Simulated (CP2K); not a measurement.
Input and output of a self-consistent single point for Sr2CdAu3 (P1, 6 atoms in the cell) (CP2K).

Computed with LDA (Pade form), GPW, DZVP-MOLOPT-SR-GTH basis, GTH-PADE potentials (GTH_POTENTIALS) (CP2K).

The change in words: atoms moved at random. Reference geometry:
```
CELL_PARAMETERS angstrom
      6.11372     0.00000     0.00000
      4.17061     4.47031     0.00000
     -4.69560    -2.04104     5.72055
ATOMIC_POSITIONS crystal
  Sr 0.54445 0.54445 0.80042
  Sr 0.45426 0.45426 0.20499
  Cd 0.16590 0.16590 0.60156
  Au 0.84183 0.84183 0.39084
  Au 0.83258 0.83258 0.79222
  Au 0.16099 0.16099 0.20996
```

Reference input (self-consistent single point, DFT LDA (Pade form), GPW, DZVP-MOLOPT-SR-GTH basis, GTH-PADE potentials (GTH_POTENTIALS)): CUTOFF = 500 Ry; REL_CUTOFF = 50 Ry; SMEAR/METHOD = GAUSSIAN; SIGMA = 0.05 eV; KPOINTS/SCHEME = MACDONALD 4 4 3 0.125 0.125 0; XC_FUNCTIONAL = PADE; Sr/BASIS_SET = DZVP-MOLOPT-SR-GTH-q10; Sr/POTENTIAL = GTH-PADE-q10; Cd/BASIS_SET = DZVP-MOLOPT-SR-GTH-q12; Cd/POTENTIAL = GTH-PADE-q12; Au/BASIS_SET = DZVP-MOLOPT-SR-GTH-q11; Au/POTENTIAL = GTH-PADE-q11. This run's input differs from it in these lines:

```diff
@@ -69,8 +69,8 @@
       SCALED
-      Sr       0.54445000     0.54445000     0.80042000
-      Sr       0.45426000     0.45426000     0.20499000
-      Cd       0.16590000     0.16590000     0.60156000
-      Au       0.84183000     0.84183000     0.39084000
-      Au       0.83258000     0.83258000     0.79222000
-      Au       0.16099000     0.16099000     0.20996000
+      Sr       0.54219600     0.55655300     0.80707200
+      Sr       0.44891300     0.44904900     0.20997200
+      Cd       0.17901000     0.17295200     0.60641400
+      Au       0.84724500     0.83443300     0.39236200
+      Au       0.82685000     0.82526000     0.78057200
+      Au       0.15579600     0.16176300     0.20359800
     &END COORD
```

The program printed (abridged):

```
 SCF WAVEFUNCTION OPTIMIZATION

  Step     Update method      Time    Convergence         Total energy    Change
     1 NoMix/Diag. 0.30E+00      -     1.82906906      -207.8109090885 -2.08E+02
     2 Broy./Diag. 0.30E+00      -     0.10584391      -212.2944848739 -4.48E+00
     3 Broy./Diag. 0.30E+00      -     0.08771509      -209.4480777101  2.85E+00
     4 Broy./Diag. 0.30E+00      -     0.03454503      -207.6901107614  1.76E+00
     5 Broy./Diag. 0.30E+00      -     0.00875391      -207.3719951688  3.18E-01
     6 Broy./Diag. 0.30E+00      -     0.00599640      -207.5413094830 -1.69E-01
   [... 5 lines left out ...]
    12 Broy./Diag. 0.30E+00      -     0.00000940      -207.5502599962  3.10E-04
    13 Broy./Diag. 0.30E+00      -     0.00000263      -207.5502978422 -3.78E-05
    14 Broy./Diag. 0.30E+00      -     0.00000350      -207.5503134092 -1.56E-05
    15 Broy./Diag. 0.30E+00      -     0.00000044      -207.5503042659  9.14E-06
  *** SCF run converged in    15 steps ***

  Overlap energy of the core charge distribution:               0.00000001182744
  Self energy of the core charge distribution:               -364.95705801085751
  Core Hamiltonian energy:                                    103.54595352272474
  Hartree energy:                                              84.41261183731741
  Exchange-correlation energy:                                -30.55156942231961
  Smearing free energy correction:                             -0.00024220469640
  Fermi energy:                                                 0.25991402834514

  Total energy:                                              -207.55030426588041
  Total energy (extrapolated to sigma->0):                   -207.55018316353221

   [... lines left out ...]

 STRESS| Analytical stress tensor [bar]
 STRESS|                        x                   y                   z
 STRESS|      x       -3.61902892023E+04   5.57347365849E+03  -4.73615422785E+03
 STRESS|      y        5.57347365849E+03  -4.35454358338E+04  -7.17290006457E+02
 STRESS|      z       -4.73615422785E+03  -7.17290006457E+02  -3.98147442211E+04
 STRESS| 1/3 Trace                                            -3.98501564191E+04
```

The run converged in 15 iterations. Against the reference run the free energy rises by 8.7 meV/atom, the pressure goes from -4.14 to -3.99 GPa and the largest force goes from 0.087 to 0.505 eV/Å.

The starting cell comes from a database of computed structures (which also holds hypothetical and non-ambient phases and stackings), without a prior relaxation at this level. Its lattice was rescaled by a random factor within 2.5 % of one. For this run, on top of that: atoms moved at random. Values carry the incompleteness of an atom-centred basis. With a pressure of about -4 GPa the cell is away from its equilibrium volume at this level.

Cost on one core of a shared machine: roughly 50 s.
